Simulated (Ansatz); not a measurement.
Band gap (eV) in related cells

Cell A: BN (zinc blende, F-43m), 2 atoms in the cell, k-point mesh 16×16×16 on the run's own vectors. Conventional cell: a = b = c = 3.6059 Å, α = β = γ = 90.00°.

Cell B: BN (wurtzite, P6₃mc), 4 atoms in the cell, k-point mesh 18×18×8 on the run's own vectors. Conventional cell: a = b = 2.541 Å, c = 4.203 Å, α = β = 90.00°, γ = 120.00°.

Cell C: BN (P6₃/mmc), 4 atoms in the cell, k-point mesh 18×18×6 on the run's own vectors. Conventional cell: a = b = 2.5058 Å, c = 6.6166 Å, α = β = 90.00°, γ = 120.00°.

Plane-wave PAW calculations with Ansatz (a program for electronic structure), its PAW set soft_1, cutoff 500 eV. The structures are at rest with PBE+D3(BJ); other levels are single points on them. Neutral cells; Fermi-Dirac smearing of at most 0.05 eV in the solids, energies taken to zero width. The lattices are those relaxed with PBE+D3(BJ), so at other levels the solids can be strained. A dispersion term ran beside these levels; it doesn't touch the electrons. Gaps are highest filled to lowest empty Kohn-Sham level on the run's k-point mesh, states of defects and surfaces included; edges off the mesh make the true gap smaller, and under 0.08 eV counts as none.

```tsv
system	r2SCAN
A	5.00 (indirect)
B	5.74 (indirect)
C	4.78 (indirect)
```

With r2SCAN the value is lowest for C and highest for B.
